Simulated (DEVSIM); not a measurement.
Structure: Schottky contact on n-type GaSb, at 450 K.

Layer 1 from the left is GaSb, thickness (μm) 0.540, Nd (cm⁻³) 1e17, τn (s) 6.7e-8, τp (s) 6.7e-8.

Left contact: Schottky, work function 4.56 eV, emission velocity 2.3e6 cm/s. Right contact: ohmic. Voltage is applied to the left contact. Recombination: SRH at mid-gap. Mobility is constant in doping.

This is a model device: material constants are rounded textbook-type values typed into the input, and sizes, dopings and lifetimes were drawn at random. Values at 300 K; Nc and Nv go as T^1.5, mobilities as T to minus their exponent, the gap by Varshni's rule with the affinity fixed.

GaSb: gap (eV) 0.726, affinity (eV) 4.06, permittivity 15.7, Nc (cm⁻³) 2.1e17, Nv (cm⁻³) 1.8e19, μn (cm²/Vs) 5000, μp (cm²/Vs) 850, T exponent of μn 2, T exponent of μp 1.7, Varshni α (eV/K) 0.00042, Varshni β (K) 140.

Estimate by hand the built-in potential, the peak field at zero bias, and compare with a numerical solution.


- Built-in potential: barrier φB = 0.500 eV; Vbi = φB − kT/q ln(N_band/N) = 0.448 V; numerical 0.448 V.
- Peak field at zero bias: depletion approximation: W = √(2εVbi/(qN)) = 0.0881 μm with N = 1.00e17 cm⁻³; field = 2Vbi/W = 102000 V/cm; numerical 113000 V/cm (estimate below by 9.7 %).

DEVSIM, 1D drift-diffusion, Boltzmann statistics, complete ionisation; no tunnelling, impact ionisation, image-force lowering or self-heating. Metal contacts follow the ideal Schottky-Mott rule: no Fermi-level pinning, no interface dipoles.
